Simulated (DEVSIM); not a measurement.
Device: illuminated Si n-on-p cell, one wavelength, at 300 K.

Layer 1 from the left is Si, thickness (μm) 0.0940, Nd (cm⁻³) 6.9e18, τn (s) 3.2e-6, τp (s) 5.4e-5, absorption coefficient (cm⁻¹) 220. Layer 2 from the left is Si, thickness (μm) 24.0, Na (cm⁻³) 2.5e16, τn (s) 8e-5, τp (s) 8e-5, absorption coefficient (cm⁻¹) 220.

Left contact: ohmic, minority hole recombination velocity 2e5 cm/s. Right contact: ohmic, minority electron recombination velocity 20000 cm/s. Voltage is applied to the left contact. Recombination: SRH at mid-gap, radiative, Auger. Light enters at the left, 8.6e17 photons cm⁻² s⁻¹, one pass, no reflection. Mobility is μmin + (μ − μmin)/(1 + (N/Nref)^α).

Constants are typed, rounded textbook-type inputs, not results; the design itself was drawn at random and stands for no fabricated device. Values at 300 K.

Si: gap (eV) 1.124, affinity (eV) 4.05, permittivity 11.7, Nc (cm⁻³) 2.86e19, Nv (cm⁻³) 3.1e19, μn (cm²/Vs) 1417, μp (cm²/Vs) 470, μn,min 52, μp,min 45, Nref,n 9.7e16, Nref,p 2.2e17, αn 0.68, αp 0.72, B (cm³/s) 4.7e-15, Cn (cm⁶/s) 2.8e-31, Cp (cm⁶/s) 9.9e-32.

DEVSIM, 1D drift-diffusion, Boltzmann statistics, complete ionisation; no tunnelling, impact ionisation, image-force lowering or self-heating.

Task: What does the simulation give for the share of generated pairs collected at short circuit, the potential step across the device at zero bias, the fill factor, the dark forward voltage at 1 A/cm²?

Result: share of generated pairs collected at short circuit 0.711; potential step across the device at zero bias 0.903 V; fill factor 0.82; dark forward voltage at 1 A/cm² 0.670 V.
